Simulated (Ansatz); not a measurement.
The structure below was relaxed with PBEsol/PAW in Ansatz (a first-principles code), no spin-orbit coupling, earlier PAW set.

```
CELL_PARAMETERS angstrom
      4.12429     0.00000     0.00000
     -2.06214     3.57174     0.00000
      0.00000     0.00000     6.71031
ATOMIC_POSITIONS crystal
  Cd 0.66667 0.33333 0.00090
  Cd 0.33333 0.66667 0.50090
  S  0.66667 0.33333 0.62430
  S  0.33333 0.66667 0.12430
```

Q: Find the space group and the Wyckoff positions.

A: Space group P6₃mc (No. 186); a = b = 4.124 Å, c = 6.710 Å, α = β = 90.00°, γ = 120.00°

| atom | site | symmetry | x | y | z |
|---|---|---|---|---|---|
| Cd | 2b | 3m. | 0.6667 | 0.3333 | 0.0009 |
| S | 2b | 3m. | 0.3333 | 0.6667 | 0.1243 |

Whether these cells are dynamically stable was not tested. The cell was made from CdSe by this change: Se → S.
